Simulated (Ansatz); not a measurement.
System: interstitial O in hexagonal La2O3 (charge state -2). The step: a concerted move, in which O travels most; the atom moves 2.42 Å along (0.33, 0.66, 0.15) of the unit cell; the moving atom starts with neighbours La at 2.15, La at 2.45, 2 La at 2.45; O at 2.32 Å and ends with La at 2.15, La at 2.45, 2 La at 2.45; O at 2.32 Å. DFT values are from Ansatz (plane-wave PAW, 420 eV unless said) in a cell of 90 host sites, spin-restricted, static, with no finite-size correction. The charge state is imposed; whether it is stable for some Fermi level was not computed. Sites that were not tried may lie lower. For the PBE band: the saddle point's order was not checked, and it lies on a symmetry element of the cell, where a band can be held.

| Level | Forward barrier (eV) | Cost of the band or of the saddle's single point |
|---|---|---|
| CHGNet universal potential (has no charge state), its own band | 0.50 | - |
| PBE, the Γ point alone, band relaxed | 0.43 | very roughly 110 core-minutes |
| PBE, a 2×2×2 k-point mesh shifted by half a step along c, same geometries | 0.47 | around 10 core-minutes (rough) |
| r2SCAN at 500 eV, the Γ point alone, same geometries | [?] | very roughly 4 core-minutes |

Q: What belongs in the gaps?

A: 
- r2SCAN at 500 eV, the Γ point alone, same geometries, Forward barrier (eV): 0.46

Ansatz is an electronic-structure program.
